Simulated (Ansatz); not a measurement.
# Cu on a Ru site (middle of the slab) in a 3x3 cell of the 1x1 (0001) surface of hcp Ru

The numbers are results of PBE (plane waves to 420 eV, PAW; Ansatz, a program for electronic structure), not measurements.

Model: 36-atom slab, 6.3 Å thick at the start (thin: gaps and levels are the slab's own), 4x4x1 mesh, Fermi-Dirac 0.1 eV, dipole correction, 9 atoms held, the rest relaxed; held to the start's symmetry, so lower structures may exist; no spin, no spin-orbit, no U.

```
Property                                                                                Value
----------------------------------------------------------------------------------  ---------
formation energy against fcc Cu, hcp Ru                                               0.89 eV
work function of the top face                                                         4.97 eV
change of the work function                                                         -0.030 eV
change of the step from the bottom to the top vacuum level, against the clean slab  -0.062 eV
energy released by relaxation                                                        0.039 eV
largest move of a host atom                                                            0.02 Å
```
